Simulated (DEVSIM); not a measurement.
Structure: abrupt Si n-p junction, at 300 K.

| layer (left to right) | material | thickness (μm) | Nd (cm⁻³) | Na (cm⁻³) | τn (s) | τp (s) |
|---|---|---|---|---|---|---|
| 1 | Si | 3.40 | 1.2e19 | - | 7.7e-6 | 7.7e-6 |
| 2 | Si | 160 | - | 1.8e17 | 7.7e-6 | 7.7e-6 |

Left contact: ohmic. Right contact: ohmic. Voltage is applied to the left contact. Recombination: SRH at mid-gap, radiative. Mobility is constant in doping.

This is a model device: material constants are rounded textbook-type values typed into the input, and sizes, dopings and lifetimes were drawn at random. Values at 300 K.

```
parameter           Si
-------------  -------
gap (eV)         1.124
affinity (eV)     4.05
permittivity      11.7
Nc (cm⁻³)      2.86e19
Nv (cm⁻³)       3.1e19
μn (cm²/Vs)       1417
μp (cm²/Vs)        470
B (cm³/s)      4.7e-15
```

Simulated with DEVSIM: 1D drift-diffusion, Boltzmann statistics, complete ionisation; no tunnelling, impact ionisation, image-force lowering or self-heating.

Question: Tabulate band edges, carrier densities and field at -0.9 V on the left contact.

Answer: Energies count from the Fermi level of the right contact; mesh points crowd at the junctions.

| x (μm) | Ec (eV) | Ev (eV) | n (cm⁻³) | p (cm⁻³) | field (V/cm) |
|---|---|---|---|---|---|
| 0.000 | 0.922 | -0.202 | 1.2e19 | < 1e2 | ≈ 0 |
| 0.04782 | 0.922 | -0.202 | 1.2e19 | 5.5e13 | ≈ 0 |
| 0.1811 | 0.922 | -0.202 | 1.2e19 | 2.1e14 | ≈ 0 |
| 0.5845 | 0.922 | -0.202 | 1.2e19 | 6.8e14 | ≈ 0 |
| 2.224 | 0.922 | -0.202 | 1.2e19 | 2.6e15 | ≈ 0 |
| 3.003 | 0.922 | -0.202 | 1.2e19 | 3.5e15 | ≈ 0 |
| 3.282 | 0.922 | -0.202 | 1.2e19 | 3.8e15 | ≈ 0 |
| 3.389 | 0.922 | -0.202 | 1.2e19 | 3.9e15 | 79 |
| 3.426 | 1.036 | -0.088 | 1.5e17 | 3.1e17 | 1700 |
| 3.521 | 1.036 | -0.087 | 1.5e17 | 3.3e17 | ≈ 0 |
| 3.811 | 1.036 | -0.088 | 1.5e17 | 3.3e17 | ≈ 0 |
| 5.192 | 1.036 | -0.088 | 1.4e17 | 3.2e17 | ≈ 0 |
| 8.841 | 1.036 | -0.088 | 1.4e17 | 3.2e17 | ≈ 0 |
| 19.16 | 1.034 | -0.090 | 1.3e17 | 3.1e17 | ≈ 0 |
| 71.99 | 1.022 | -0.101 | 8.9e16 | 2.7e17 | ≈ 0 |
| 130.8 | 1.005 | -0.119 | 3.9e16 | 2.2e17 | ≈ 0 |
| 152.6 | 0.996 | -0.128 | 1.5e16 | 1.9e17 | ≈ 0 |
| 159.7 | 0.993 | -0.131 | 5.4e15 | 1.9e17 | ≈ 0 |
| 162.6 | 0.991 | -0.133 | 1.3e15 | 1.8e17 | ≈ 0 |
| 163.1 | 0.991 | -0.133 | 4.1e14 | 1.8e17 | ≈ 0 |
| 163.3 | 0.991 | -0.133 | 1.1e14 | 1.8e17 | ≈ 0 |
| 163.4 | 0.991 | -0.133 | 650 | 1.8e17 | ≈ 0 |
